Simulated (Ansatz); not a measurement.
Structures of equal composition on the (110) surface of bcc Mo: a layer of Sn in place of the second plane; a layer of Sn in place of the third plane. The slabs share one bottom face, and each structure is named by its start. These are constructed structures in small cells; real faces may alloy, dewet or reconstruct in larger ones, and not all known structures of the face are among them. Slabs of about 11 Å, Fermi-Dirac smearing of 0.1 eV. Bottom of the slabs: a bare face, its two planes held. Relaxed from the named starts with such symmetry as they have, on meshes of like density; energies extrapolated to zero smearing; spin only where a row says so; no spin-orbit coupling, no U. Brackets mark spin-polarised runs, whose order is one that fits the cell.

These are PBE (plane waves to 420 eV, PAW; Ansatz, a first-principles code) values and carry that method's errors.

Put the candidates in order of energy per 1x1 cell, lowest first, for PBE.

a layer of Sn in place of the third plane (0.000 eV), a layer of Sn in place of the second plane (0.164 eV)
